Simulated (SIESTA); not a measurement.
SIESTA run on MgCd₃ (Imm2, 4 atoms in the cell): self-consistent single point.

Computed with GGA PBEsol, numerical atomic orbitals DZP, PseudoDojo PBEsol standard norm-conserving potentials (rewritten from UPF to PSML) in SIESTA.

The change in words: lattice scaled by 0.98. Reference geometry:
```yaml
crystal:
  lattice:
    - [-1.59338, 5.08691, 2.65903]
    - [1.59338, -5.08691, 2.65903]
    - [1.59338, 5.08691, -2.65903]
  atoms:
    - { symbol: Mg, position: [0.66564, 0.66564, 0.00000] }
    - { symbol: Cd, position: [0.16875, 0.66875, 0.50000] }
    - { symbol: Cd, position: [0.74811, 0.99947, 0.74864] }
    - { symbol: Cd, position: [0.25083, 0.99947, 0.25136] }
```

Reference input (self-consistent single point, DFT, GGA PBEsol, numerical atomic orbitals DZP, PseudoDojo PBEsol standard norm-conserving potentials (rewritten from UPF to PSML)): XC.functional = GGA; XC.authors = PBEsol; potentials = PseudoDojo PBEsol standard; PAO.BasisSize = DZP; PAO.EnergyShift = 0.01 Ry; MeshCutoff = 350 Ry; kgrid.MonkhorstPack = 7 7 7; OccupationFunction = FD; ElectronicTemperature = 50 meV; MaxSCFIterations = 150; SCF.Mixer.Method = Pulay; SCF.Mixer.Weight = 0.1. This run's input differs from it in these lines:

```diff
@@ -10,7 +10,7 @@
 %endblock ChemicalSpeciesLabel
-LatticeConstant              5.957007 Ang
+LatticeConstant              5.837867 Ang
 %block LatticeVectors
-    -0.267480632    0.853936549    0.446370300
-     0.267480632   -0.853936549    0.446370300
-     0.267480632    0.853936549   -0.446370300
+    -0.267480571    0.853936549    0.446370224
+     0.267480571   -0.853936549    0.446370224
+     0.267480571    0.853936549   -0.446370224
 %endblock LatticeVectors
@@ -18,6 +18,6 @@
 %block AtomicCoordinatesAndAtomicSpecies
-     0.000000000   -0.000000000    0.594243853  1
-     0.267480632    0.000000000    0.150649976  2
-     0.267480632    0.424645567    0.445897147  2
-     0.267480632   -0.424645567    0.445897147  2
+    -0.000000000   -0.000000000    0.594243752  1
+     0.267480571    0.000000000    0.150649951  2
+     0.267480571    0.424645567    0.445897071  2
+     0.267480571   -0.424645567    0.445897071  2
 %endblock AtomicCoordinatesAndAtomicSpecies
```

Log, with long lists cut:

```
        iscf     Eharris(eV)        E_KS(eV)     FreeEng(eV)     dDmax    Ef(eV) dHmax(eV)
   scf:    1   -15881.506726   -15904.545565   -15904.558173  0.857478 -1.149839 11.085241
   scf:    2   -15910.650981   -15907.742611   -15907.753475  0.235931 -1.323295  8.220303
   scf:    3   -15913.461294   -15911.518655   -15911.526053  0.537127 -1.735003  2.326775
   scf:    4   -15911.148556   -15911.418681   -15911.426017  0.143056 -1.881913  1.709718
   scf:    5   -15911.511367   -15911.552068   -15911.559184  0.139664 -1.790033  0.715059
   [... 4 lines left out ...]
   scf:   10   -15911.578531   -15911.578526   -15911.585656  0.001079 -1.834726  0.001311
   scf:   11   -15911.578527   -15911.578526   -15911.585657  0.000061 -1.834784  0.000211
   scf:   12   -15911.578527   -15911.578527   -15911.585657  0.000049 -1.834852  0.000057
   scf:   13   -15911.578526   -15911.578526   -15911.585657  0.000002 -1.834854  0.000047
SCF Convergence by DM+H criterion
max |DM_out - DM_in|         :     0.0000022096
max |H_out - H_in|      (eV) :     0.0000474511
SCF cycle converged after 13 iterations

Using DM_out to compute the final energy and forces

siesta: E_KS(eV) =           -15911.5785

siesta: E_KS - E_eggbox =    -15911.5785

siesta: Atomic forces (eV/Ang):
     1   -0.000737   -0.001757    0.025246
     2   -0.000568    0.000004   -0.048607
     3   -0.000305    0.169179    0.014846
     4   -0.000678   -0.168704    0.014369
   Tot   -0.002289   -0.001278    0.005854
   Max    0.169179
   Res    0.071013    sqrt( Sum f_i^2 / 3N )
   Max    0.169179    constrained

Stress tensor Voigt[x,y,z,yz,xz,xy] (kbar):       59.93        8.73       14.89        0.67       -0.06        0.18
(Free)E + p*V (eV/cell)   -15912.9962
   [... lines left out ...]
siesta: FreeEng =    -15911.585657
   [... lines left out ...]
siesta:     0.037407    0.000114   -0.000035
siesta:     0.000114    0.005450    0.000419
siesta:    -0.000035    0.000419    0.009294

siesta: Cell volume =         81.140119 Ang**3

siesta: Pressure (static):
siesta:                Solid            Molecule  Units
siesta:          -0.00018933         -0.00023160  Ry/Bohr**3
siesta:          -0.01738363         -0.02126489  eV/Ang**3
siesta:         -27.85164324        -34.07010515  kBar
```

The run converged in 13 iterations. Against the reference run the free energy goes down by 40.8 meV/atom, the pressure goes from -7.22 to -2.79 GPa and the largest force goes from 0.159 to 0.170 eV/Å.

The starting cell comes from a database of computed structures (which also holds hypothetical and non-ambient phases and stackings), without a prior relaxation at this level. Its lattice was rescaled by a random factor within 2.5 % of one. For this run, on top of that: lattice scaled by 0.98. Values carry the incompleteness of an atom-centred basis.
